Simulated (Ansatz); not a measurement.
Consider B-vacancy pair (B on one host C site, one C site vacant) in 2H silicon carbide, charge state +1. These are PBE, PAW (plane waves to 420 eV; Ansatz, an electronic-structure program) values and carry that method's errors.

Settings: 72 host sites, the relaxed PBE lattice, the Γ point alone, smearing 0.01 eV, spin-restricted, no image-charge correction. No zero-point or tunnelling terms. The host's phase is taken as given; its stability against other phases was not computed. The charge state is imposed; whether it is stable for some Fermi level was not computed. Forms of the defect that were not tried may lie lower.

Barriers: single points on a 2×2×2 k-point mesh shifted by half a step along c at the bands' geometries (they differ from the bands' own by up to 0.33 eV, and are uncertain by about as much).

The step: one C atom jumps into the vacancy from a nearby C site (B-vacancy distance between ideal sites 3.09 Å throughout); the atom moves 3.10 Å along (1.00, 0.00, 0.00) of the unit cell; the moving atom starts with neighbours 2 Si at 1.87, 2 Si at 1.92 Å and ends with 2 Si at 1.87, 2 Si at 1.92 Å.

Task: Estimate the migration barrier of this step that PBE, PAW returns for this input.

Result: 469 kJ/mol, the same both ways. At the saddle the moving atom has neighbours Si at 1.78, 2 Si at 2.12 Å. The saddle point's order was not checked, and it lies on a symmetry element of the cell, where a band can be held.
